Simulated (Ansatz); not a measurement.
System: Sb₂Se₃ (model structure, started from the A-La2O3 type, P-3m1, No. 164, 5 atoms in the cell). Method: LDA (Ansatz, a program for electronic structure, PAW).

Settings: plane-wave cutoff 520 eV, 18×18×8 k mesh (along the axes of the cell as run), Fermi–Dirac smearing 0.05 eV, scalar-relativistic PAW data made under PBE.

Cell (relaxed at this level):

Space group P-3m1 (No. 164); a = 3.9768 Å, b = 3.9768 Å, c = 9.5535 Å, α = 90.00°, β = 90.00°, γ = 120.00°

```json
[
 {"atom": "Sb", "site": "2d", "symmetry": "3m.", "x": "0.3333", "y": "0.6667", "z": "0.1935"},
 {"atom": "Se", "site": "1a", "symmetry": "-3m.", "x": "0.0000", "y": "0.0000", "z": "0.0000"},
 {"atom": "Se", "site": "2d", "symmetry": "3m.", "x": "0.6667", "y": "0.3333", "z": "0.3558"}
]
```

Task: Give the computed band gap.

Result: 
- band gap: 0.20 eV

Note: the relaxation could raise the start's symmetry but not lower it, so the cell can be a saddle point.

Spin–orbit coupling is not included; it can close the smallest gap of 0.20 eV.

Computed values are for the static lattice.

A model structure was made by putting elements into a prototype or built by hand; it is no filed structure, need not be a known phase, and can be a saddle point held by its symmetry.
